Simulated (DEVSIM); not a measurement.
Al0.15Ga0.85As/GaAs n-p heterojunction

System: Al0.15Ga0.85As/GaAs n-p heterojunction, at 300 K.

```csv
layer (left to right),material,thickness (μm),Nd (cm⁻³),Na (cm⁻³),τn (s),τp (s)
1,Al0.15Ga0.85As,0.0920,9.1e16,-,3.8e-10,3.8e-10
2,GaAs,2.40,-,2.7e17,3.8e-10,3.8e-10
```

Left contact: ohmic. Right contact: ohmic. Voltage is applied to the left contact. Recombination: SRH at mid-gap. Mobility is constant in doping.

The device is made up for the run: typed textbook-type constants, with dimensions and the other settings drawn at random. Values at 300 K.

| parameter | Al0.15Ga0.85As | GaAs |
|---|---|---|
| gap (eV) | 1.611 | 1.424 |
| affinity (eV) | 3.9515 | 4.07 |
| permittivity | 12.47 | 12.9 |
| Nc (cm⁻³) | 5.6e17 | 4.7e17 |
| Nv (cm⁻³) | 9e18 | 9e18 |
| μn (cm²/Vs) | 5695 | 8500 |
| μp (cm²/Vs) | 282 | 400 |

DEVSIM, 1D drift-diffusion, Boltzmann statistics, complete ionisation; no tunnelling, impact ionisation, image-force lowering or self-heating. Band offsets follow the typed affinities; no thermionic-emission limit at abrupt steps, no polarisation charge.

* **Potential step across the device at zero bias**: 1.405 V
* **Largest field in the device at zero bias**: 170000 V/cm
* **Dark forward voltage at 1 A/cm²**: 1.038 V
* **Dark forward voltage at 100 A/cm²**: 1.159 V

Dark forward current:

```json
[
 {"V (V)": "-0.05", "J (A/cm²)": "-1.4e-11"},
 {"V (V)": "-0.10", "J (A/cm²)": "-5.0e-11"},
 {"V (V)": "-0.15", "J (A/cm²)": "-1.5e-10"},
 {"V (V)": "-0.20", "J (A/cm²)": "-4.0e-10"},
 {"V (V)": "-0.25", "J (A/cm²)": "-1.1e-9"},
 {"V (V)": "-0.30", "J (A/cm²)": "-3.0e-9"},
 {"V (V)": "-0.35", "J (A/cm²)": "-8.2e-9"},
 {"V (V)": "-0.40", "J (A/cm²)": "-2.2e-8"},
 {"V (V)": "-0.45", "J (A/cm²)": "-6.1e-8"},
 {"V (V)": "-0.50", "J (A/cm²)": "-1.7e-7"},
 {"V (V)": "-0.55", "J (A/cm²)": "-4.7e-7"},
 {"V (V)": "-0.60", "J (A/cm²)": "-1.3e-6"},
 {"V (V)": "-0.65", "J (A/cm²)": "-3.9e-6"},
 {"V (V)": "-0.70", "J (A/cm²)": "-1.3e-5"},
 {"V (V)": "-0.75", "J (A/cm²)": "-4.5e-5"},
 {"V (V)": "-0.80", "J (A/cm²)": "-0.00019"},
 {"V (V)": "-0.85", "J (A/cm²)": "-0.00098"},
 {"V (V)": "-0.90", "J (A/cm²)": "-0.0057"},
 {"V (V)": "-0.95", "J (A/cm²)": "-0.036"},
 {"V (V)": "-1.00", "J (A/cm²)": "-0.23"},
 {"V (V)": "-1.05", "J (A/cm²)": "-1.6"},
 {"V (V)": "-1.10", "J (A/cm²)": "-10"},
 {"V (V)": "-1.15", "J (A/cm²)": "-70"},
 {"V (V)": "-1.20", "J (A/cm²)": "-460"},
 {"V (V)": "-1.25", "J (A/cm²)": "-2600"}
]
```
